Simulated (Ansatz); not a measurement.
**Sr4P2O under a change: Sr → Be**

Base system: Sr4P2O (space group I4/mmm, No. 139; a = 4.760 Å, c = 15.818 Å; a cell from a computed database, its experimental status unchecked).

It is then changed as follows: full substitution Sr → Be, then cell and atoms are relaxed.

Calculations: PBEsol/PAW in Ansatz (a quantum-chemistry and plane-wave program), without spin-orbit coupling. Settings: 13×13×13 k-points, 0.05 eV Fermi–Dirac smearing, for the changed cell.

The volume per atom decreases by 15.57 Å³, from 25.60 Å³ to 10.03 Å³ and the density shrinks by 1.275 g/cm³ (3.97 g/cm³ → 2.70 g/cm³). The c/a ratio falls by 0.269 (3.323 → 3.054) and the space group is still I4/mmm (No. 139). The shortest interatomic distance decreases by 0.663 Å (2.380 Å → 1.717 Å) and the band gap goes from 1.10 eV to zero (an upper bound: an edge found on the path is not a true extremum; the base alone).

Final structure:

```
Be4P2O
1.0
   -1.79147     1.79147     5.47118
    1.79147    -1.79147     5.47118
    1.79147     1.79147    -5.47118
Be P O
4 2 1
Cartesian
  0.00000   0.00000   7.18842
  0.00000   0.00000   3.75395
  0.00000   1.79147   0.00000
  1.79147   0.00000   0.00000
  0.00000   0.00000   9.34178
  0.00000   0.00000   1.60059
  0.00000   0.00000   5.47118
```

Whether these cells are dynamically stable was not tested. As relaxed here, Be4P2O is a hypothetical phase, not in the database extracts checked. All final runs are without spin polarisation. The zero or small gap of Be4P2O can change with the level of theory.
